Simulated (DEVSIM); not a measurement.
Device: illuminated Si n-on-p cell, one wavelength, with a back-surface field, at 350 K.

Layer 1 from the left is Si, thickness (μm) 0.650, Nd (cm⁻³) 2.1e18, τn (s) 3.5e-9, τp (s) 2.6e-8, absorption coefficient (cm⁻¹) 420. Layer 2 from the left is Si, thickness (μm) 97.0, Na (cm⁻³) 6.3e15, τn (s) 1.2e-7, τp (s) 1.2e-7, absorption coefficient (cm⁻¹) 420. Layer 3 from the left is Si, thickness (μm) 0.130, Na (cm⁻³) 1e18, τn (s) 1.2e-7, τp (s) 1.2e-7, absorption coefficient (cm⁻¹) 420.

Left contact: ohmic, minority hole recombination velocity 10 cm/s. Right contact: ohmic, minority electron recombination velocity 8e6 cm/s. Voltage is applied to the left contact. Recombination: SRH at mid-gap, radiative, Auger. Light enters at the left, 2.1e17 photons cm⁻² s⁻¹, one pass, no reflection. Mobility is μmin + (μ − μmin)/(1 + (N/Nref)^α).

The device is made up for the run: typed textbook-type constants, with dimensions and the other settings drawn at random. Values at 300 K; Nc and Nv go as T^1.5, mobilities as T to minus their exponent, the gap by Varshni's rule with the affinity fixed.

Si: gap (eV) 1.124, affinity (eV) 4.05, permittivity 11.7, Nc (cm⁻³) 2.86e19, Nv (cm⁻³) 3.1e19, μn (cm²/Vs) 1417, μp (cm²/Vs) 470, μn,min 52, μp,min 45, Nref,n 9.7e16, Nref,p 2.2e17, αn 0.68, αp 0.72, T exponent of μn 2.3, T exponent of μp 2.2, B (cm³/s) 4.7e-15, Cn (cm⁶/s) 2.8e-31, Cp (cm⁶/s) 9.9e-32, Varshni α (eV/K) 0.000473, Varshni β (K) 636.

DEVSIM, 1D drift-diffusion, Boltzmann statistics, complete ionisation; no tunnelling, impact ionisation, image-force lowering or self-heating.

Dark forward current:

| |V| (V) | |J| (A/cm²) |
|---|---|
| 0.05 | 1.892e-6 |
| 0.10 | 6.864e-6 |
| 0.15 | 2.232e-5 |
| 0.20 | 7.819e-5 |
| 0.25 | 0.0003094 |
| 0.30 | 0.001367 |
| 0.35 | 0.006498 |
| 0.40 | 0.03174 |
| 0.45 | 0.1469 |
| 0.50 | 0.5436 |
| 0.55 | 1.403 |
| 0.60 | 2.703 |
| 0.65 | 4.370 |
| 0.70 | 6.381 |
| 0.75 | 8.760 |
| 0.80 | 11.57 |
| 0.85 | 14.88 |
| 0.90 | 18.83 |
| 0.95 | 23.55 |
| 1.00 | 29.19 |
| 1.05 | 35.95 |
| 1.10 | 44.04 |
| 1.15 | 53.68 |
| 1.20 | 65.15 |
| 1.25 | 78.74 |
| 1.30 | 94.77 |

### Question
Work out the local ideality factor n = ΔV / (kT/q · ln(J2/J1)) between the rows 0.15 and 0.20 V, 0.35 and 0.40 V, 1.25 and 1.30 V.

### Answer
kT/q = 30.16 mV. From 0.15 to 0.20 V: ln(7.819e-5/2.232e-5) = 1.254, n = 1.32. From 0.35 to 0.40 V: ln(0.03174/0.006498) = 1.586, n = 1.05, near the 1 of diffusion or emission over a barrier. From 1.25 to 1.30 V: ln(94.77/78.74) = 0.185, n = 8.95.

### Question
What current could the absorbed light give at most, and what share is collected?

### Answer
Σ αd = 4.11, so qΦ(1 − exp(−Σ αd)) = 33.1 mA/cm². The simulated short-circuit current is 15.16 mA/cm², a share of 0.46.

### Question
Estimate the open-circuit voltage by superposition: the voltage at which the dark current equals that short-circuit current.

### Answer
Interpolating ln J in the table gives 0.377 V. The simulation gives 0.376 V, the same within the digits that matter. Superposition holds where collection doesn't change with voltage.

### Question
Estimate the fill factor from FF0 = (v − ln(v + 0.72))/(v + 1), v = qVoc/(nkT), with n from the dark curve.

### Answer
The rows about Voc, 0.35 and 0.40 V, give n = 1.05, so v = 11.9 and FF0 = 0.726. The simulation gives 0.721, the same within the digits that matter.
